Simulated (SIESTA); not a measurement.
A self-consistent single point of BaMg₆W (P4/mmm, 8 atoms in the cell) with SIESTA.

Computed with GGA PBEsol, numerical atomic orbitals TZP, PseudoDojo PBEsol standard norm-conserving potentials (rewritten from UPF to PSML) run with SIESTA 5.4.2.

```
BaMg6W
1.0
    6.66290     0.00000     0.00000
    0.00000     6.66290     0.00000
    0.00000     0.00000     4.35240
Ba Mg W
1 6 1
Direct
  0.00000   0.00000   0.50000
  0.00000   0.50000   0.50000
  0.50000   0.00000   0.50000
  0.71138   0.28862   0.00000
  0.28862   0.71138   0.00000
  0.71138   0.71138   0.00000
  0.28862   0.28862   0.00000
  0.50000   0.50000   0.50000
```

Reference input (self-consistent single point, DFT, LDA PW92, numerical atomic orbitals TZP, PseudoDojo LDA standard norm-conserving potentials (rewritten from UPF to PSML)): XC.functional = LDA; XC.authors = PW92; potentials = PseudoDojo LDA standard; PAO.BasisSize = TZP; PAO.EnergyShift = 0.005 Ry; MeshCutoff = 400 Ry; kgrid.MonkhorstPack = 3 3 5; OccupationFunction = FD; ElectronicTemperature = 0.1 eV; MaxSCFIterations = 150; SCF.Mixer.Method = Pulay; SCF.Mixer.Weight = 0.1. This run's input differs from it in these lines:

```diff
@@ -1,2 +1,2 @@
-# files in the folder: Ba.psml Mg.psml W.psml (PseudoDojo LDA standard)
+# files in the folder: Ba.psml Mg.psml W.psml (PseudoDojo PBEsol standard)
 SystemName  BaMg6W
@@ -29,4 +29,4 @@
 
-XC.functional                LDA
-XC.authors                   PW92
+XC.functional                GGA
+XC.authors                   PBEsol
 PAO.BasisSize                TZP
```

Output (repeated stretches shortened):

```
        iscf     Eharris(eV)        E_KS(eV)     FreeEng(eV)     dDmax    Ef(eV) dHmax(eV)
   scf:    1   -12461.660187   -12496.790637   -12496.937268  2.489217 -3.874523  8.244972
   scf:    2   -12498.352090   -12497.959898   -12498.084115  0.173786 -3.999481  2.945704
   scf:    3   -12498.353280   -12498.163422   -12498.291590  0.069182 -4.023469  2.576882
   scf:    4   -12498.588488   -12498.471462   -12498.619559  0.284496 -4.098568  0.998208
   scf:    5   -12498.434204   -12498.481352   -12498.632112  0.128111 -4.068177  0.807155
   [... 5 lines left out ...]
   scf:   11   -12498.513859   -12498.514005   -12498.659029  0.002422 -4.093088  0.001401
   scf:   12   -12498.513999   -12498.514002   -12498.659029  0.000063 -4.093109  0.001714
   scf:   13   -12498.513996   -12498.513999   -12498.659029  0.000060 -4.093193  0.000024
   scf:   14   -12498.513999   -12498.513999   -12498.659029  0.000001 -4.093194  0.000015
SCF Convergence by DM+H criterion
max |DM_out - DM_in|         :     0.0000011342
max |H_out - H_in|      (eV) :     0.0000150759
SCF cycle converged after 14 iterations

Using DM_out to compute the final energy and forces

siesta: E_KS(eV) =           -12498.5140

siesta: E_KS - E_eggbox =    -12498.5140

siesta: Atomic forces (eV/Ang):
     1   -0.000000   -0.000000   -0.000000
     2    0.000000    0.000000    0.000000
     3    0.000000    0.000000    0.000000
     4   -0.093158    0.093158    0.000000
     5    0.093158   -0.093158    0.000000
     6   -0.093158   -0.093158    0.000000
     7    0.093158    0.093158   -0.000000
     8    0.000000    0.000000   -0.000000
   Tot    0.000000    0.000000   -0.000000
   Max    0.093158
   Res    0.053785    sqrt( Sum f_i^2 / 3N )
   Max    0.093158    constrained

   [... lines left out ...]
siesta: FreeEng =    -12498.659029
siesta: Cell volume =        193.221577 Ang**3
siesta:          26.12631921         29.02746459  kBar
   [... lines left out ...]

             -0.108

mulliken: Qtot =       84.000

Mulliken Atomic Populations:
Atom #   charge [q] valence [e]  Species
     1     1.410247    8.589753  Ba
     2    -0.208827   10.208827  Mg
     3    -0.208827   10.208827  Mg
     4    -0.275730   10.275730  Mg
     5    -0.275730   10.275730  Mg
     6    -0.275730   10.275730  Mg
     7    -0.275730   10.275730  Mg
     8     0.110328   13.889672  W
 Total    -0.000000
```

The run converged in 14 iterations. Against the reference run the pressure goes from 0.95 to 2.61 GPa and the largest force goes from 0.220 to 0.132 eV/Å.

The starting cell comes from a database of computed structures (which also holds hypothetical and non-ambient phases and stackings), without a prior relaxation at this level. Its lattice was rescaled by a random factor within 2.5 % of one. Spin polarisation is off. Values carry the incompleteness of an atom-centred basis.

Cost on one core of a shared machine: roughly 50 s.
